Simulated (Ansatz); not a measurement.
Input:

```xyz
5
Lattice="5.6929 0.0000 0.0000 0.0000 5.6929 0.0000 0.0000 0.0000 5.6929" Properties=species:S:1:pos:R:3 pbc="T T T"
Cs     0.0000     0.0000     0.0000
Pb     2.8465     2.8465     2.8465
Cl     0.0000     2.8465     2.8465
Cl     2.8465     2.8465     0.0000
Cl     2.8465     0.0000     2.8465
```

No spin polarisation.

Computed with PBEsol (Ansatz, a quantum-chemistry and plane-wave program; PAW; 420 eV plane waves; spin-orbit coupling left out). Γ-centred 6×6×6 mesh, Fermi–Dirac width 0.05 eV.

Task: Predict the space group, band gap and electron mass.

Result: 
- Space group: Pm-3m (No. 221)
- Band gap: 2.00 eV
- Electron mass (degenerate bands, along [100]): 0.11, 0.88, 0.88 mₑ (at R)

Spin-orbit coupling, missing from the scalar runs, can matter with Pb. The cells carry an imposed strain or load. Effective masses come from finite differences of ±0.01 Å⁻¹. Stability against distortions was not tested. The cell was made from CsPbCl3 in the cubic perovskite structure (space group Pm-3m, No. 221) by this change: isotropic strain +1.32 %. Many cubic perovskites are stable only at high temperature; tilts and polar distortions were not tested. This is not the structure that CsPbCl3 has at room temperature and ambient pressure.
